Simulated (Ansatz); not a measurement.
Results of LDA in Ansatz (PAW) for Cr3Ru (Pm-3n, No. 223, 8 atoms in the cell; start mp-1272).

Numerical settings: plane-wave cutoff 520 eV, 12×12×12 k mesh, Fermi–Dirac smearing 0.05 eV, no spin polarisation, scalar-relativistic PAW data made under PBE.

Cell (relaxed at this level):

```
CELL_PARAMETERS angstrom
      4.53445     0.00000     0.00000
      0.00000     4.53445     0.00000
      0.00000     0.00000     4.53445
ATOMIC_POSITIONS crystal
  Cr 0.25000 0.00000 0.50000
  Cr 0.75000 0.00000 0.50000
  Cr 0.50000 0.75000 0.00000
  Cr 0.50000 0.25000 0.00000
  Cr 0.00000 0.50000 0.75000
  Cr 0.00000 0.50000 0.25000
  Ru 0.00000 0.00000 0.00000
  Ru 0.50000 0.50000 0.50000
```

**Question.** Give the computed bulk modulus B0.

**Answer.** 
- bulk modulus B0 = 308 GPa

Note: the run has no spin polarisation, so it can have missed a magnetic state; the bulk modulus is −V dP/dV from two relaxed cells at ±2 % in volume; the relaxation could not lower the start's symmetry, so the cell can be a saddle point above a distorted one.

The computed numbers hold no vibrational or temperature effects.

The result took roughly 5 core-minutes.

A start named mp-… is a Materials Project structure, which need not be a measured phase.

Ansatz is an electronic-structure program.
